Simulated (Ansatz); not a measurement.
The reference is PbS in the rock salt structure (space group Fm-3m, No. 225; a = 5.845 Å). Axes: x, y, z lie along the cube axes.

All numbers come from DFT with LDA, PAW potentials and a 420 eV plane-wave cutoff in Ansatz (a first-principles code), no spin-orbit coupling.

Now apply this change: every lattice vector is stretched by 2.00 %, atoms relaxed at fixed cell.

Question: Predict the stress tensor and what it implies for the stiffness.

Answer: Stress of the strained cell less that of the base (GPa, compression positive):
```
  -3.38    0.00    0.00
   0.00   -3.38    0.00
   0.00    0.00   -3.38
```

Then B = −ΔP/(ΔV/V₀) with ΔV/V₀ = 0.0612 gives secant stiffness values (nonlinear terms included at this strain): B ≈ 55 GPa.

As a check, the harmonic strain energy −½ V₀ Δσ:ε is 16 meV/atom; the computed energy rise is 17 meV/atom.

Stability against distortions was not tested.
